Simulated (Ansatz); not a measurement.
What uniaxial strain ε_xx = −2.61 % does to LaMoN3

Base system: LaMoN₃ (space group R3c, No. 161; a = 5.6503 Å, c = 13.7753 Å (hexagonal axes); a cell from a computed database, its experimental status unchecked). Axes: x lies along a and z along c of the hexagonal cell.

Now apply this change: uniaxial strain ε_xx = −2.61 %, all other strain components held at zero, atoms relaxed at fixed cell.

Method: Kohn–Sham DFT with the PBEsol functional, run in Ansatz (a first-principles code) with PAW and 420 eV plane waves, without spin-orbit coupling. k-mesh 7×7×7 (Γ-centred); smearing 0.05 eV (Fermi–Dirac).

```tsv
quantity	base	changed	shift
volume per atom	12.70 Å³	12.36 Å³	-0.331 Å³
shortest interatomic distance	3.519 bohr	3.498 bohr	-0.021 bohr
energy relative to the base (free energy F)	0 meV/atom	+8.0 meV/atom	+8.0 meV/atom
pressure (mean of the normal stresses, compression positive)	0.00 GPa	4.99 GPa	+4.99 GPa
band gap	1.07 eV	0.94 eV	-0.13 eV
gap character	–	indirect, L₂ → k = (0, 0.143, 0.143) in the run's primitive reciprocal basis	–
smallest direct gap	1.26 eV	1.11 eV	-0.15 eV
largest internal atomic displacement	–	0.158 Å	–
stress (xx, yy, zz, yz, xz, xy; compression positive)	–	(7.39, 4.78, 2.81, 1.13, 0.00, 0.00) GPa	–
```

Final structure:

```
LaMoN3
1.0
    2.75140     1.63110     4.59178
   -2.75140     1.63110     4.59178
    0.00000    -3.26219     4.59178
La Mo N
2 2 6
Direct
  0.74459   0.74789   0.74010
  0.24789   0.24459   0.24010
  0.49161   0.48865   0.49015
  0.98865   0.99161   0.99015
  0.78968   0.72971   0.26568
  0.23676   0.81553   0.70440
  0.70224   0.28997   0.81799
  0.78997   0.20224   0.31799
  0.22971   0.28968   0.76568
  0.31553   0.73676   0.20440
```

Whether these cells are dynamically stable was not tested. k-point labels follow each cell's own Brillouin zone.
